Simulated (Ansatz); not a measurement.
## Ir: stress against strain

Ir (fcc, Fm-3m, 13.847 Å³/atom at rest, cube axes along x, y and z) under a strain ε along a cube axis (axis z), the other axes held. LDA in Ansatz, a plane-wave DFT program (PAW, default set), 420 eV, 30×30×30 Γ-centred mesh, Fermi-Dirac smearing 0.10 eV; ions are relaxed within the symmetry of each cell. Stress is positive for a compressed cell.

Here s stands for strain and y for stress zz.

| strain (%) | stress zz (GPa) |
|---|---|
| -3.00 | ? |
| -1.50 | 10.55 |
| -1.00 | 6.92 |
| -0.50 | 3.40 |
| 0.00 | 0.00 |
| 0.50 | -3.30 |
| 1.00 | -6.48 |
| 1.50 | -9.57 |

Task: Using a straight line, estimate the missing y at s = -3.00 from the other rows, showing the fit.

Result: Means: s 0, y 0.217. About the means, the sum of products is -46.930 and the sum of squares of s is 7.0000; the slope is their ratio. Least squares gives y = 0.217 - 6.7043·s. Residuals (row less fit): 0.277, -0.001, -0.169, -0.217, -0.165, 0.007, 0.269; standard error 0.225 (degrees of freedom: 5). The slope gives the elastic constant C11 = 670 ± 8 GPa. At the withheld row, y = 0.217 - 6.7043 × (-3.0) = 20.330 GPa. The calculation gives 22.12 GPa, 1.790 GPa above the prediction (5.6 % of the range of y in the table). The row lies outside the fitted rows, so this is an extrapolation. From the scatter of the fitted rows alone, a prediction at this place has a standard error of 0.350 GPa, so the miss is 5.1 times that.

One order more, fitted to all 13 runs of the series, follows each within 0.02, so the miss is the next term of a smooth law. In a metal these values are sensitive to mesh and smearing; energies are taken to zero smearing, stresses follow the free energy. Rows are the converged runs of the series near zero and its far end; series whose fitted rows scatter by over a few per cent of the range, as at a crossing or softening among them, aren't shown in this form. Most that stay on the fit to the last digits aren't either.
